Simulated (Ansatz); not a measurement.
Start from HgTe in the zinc blende structure (space group F-43m, No. 216).

```
CELL_PARAMETERS angstrom
      0.00000     3.28639     3.28639
      3.28639     0.00000     3.28639
      3.28639     3.28639     0.00000
ATOMIC_POSITIONS crystal
  Hg 0.00000 0.00000 0.00000
  Te 0.25000 0.25000 0.25000
```

Cartesian axes are those of the cell as printed.

All numbers come from Ansatz (a quantum-chemistry and plane-wave program), r2SCAN, PAW, cutoff 500 eV, no SOC.

For the base:

- Pressure: 0.0 GPa
- Volume per atom: 35.49 Å³

One thing is altered: tensile biaxial strain of 1.50 % in the plane normal to [001], as in epitaxy on a mismatched substrate; the out-of-plane cell vector and the atoms relax.

How does this affect the pressure?

The pressure (mean of the normal stresses, compression positive) goes from zero to -0.4 GPa.

What happens to the volume per atom?

The volume per atom rises by 0.31 Å³ (35.49 Å³ → 35.80 Å³).

What happens to the energy relative to the base?

The energy goes up by 1.8 meV/atom.

Stability against distortions was not tested. All final runs are without spin polarisation.
